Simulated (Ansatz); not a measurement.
The (000-1) surface of wurtzite ZnO, O-terminated, 2x2 with 2 NH2 on 4 top atoms (bottom of the slab: 2 H on 4 bottom sites)

These are PBE (plane waves to 420 eV, PAW; Ansatz, a program for electronic structure) values and carry that method's errors.

Slab: 48 atoms, 14.8 Å thick at the start with caps and adatoms; k 4x4x1, smearing 0.025 eV, dipole-corrected; 8 atoms held, the rest relaxed; no symmetry held; no spin, no spin-orbit, no U. It is one candidate, not shown to be the stable structure of the face.

The gap of the slab on its k-mesh is 0.57 eV. The highest filled level below the top vacuum level is 4.45 eV. The energy released by relaxation is 3.65 eV. The cost is around 3 core-hours (rough).
